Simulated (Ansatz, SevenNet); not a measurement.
# Ti₃Al (P6₃/mmc, No. 194): properties by level of theory

| level (code) | lattice parameter a (Å) | c axis length (Å) | formation enthalpy (eV/atom) |
|---|---|---|---|
| SevenNet-0 (SevenNet) | 5.717 | 4.695 | -0.328 |
| SevenNet-l3i5 (SevenNet) | 5.740 | 4.676 | -0.325 |
| LDA (Ansatz) | 5.619 | 4.567 | -0.293 |
| PBEsol (Ansatz) | 5.690 | 4.609 | -0.284 |

Ansatz's density-functional and Hartree–Fock values are scalar-relativistic unless marked +SOC, with PAW data made under PBE.

Computed values are for the static lattice.

Ansatz is a program for electronic structure.
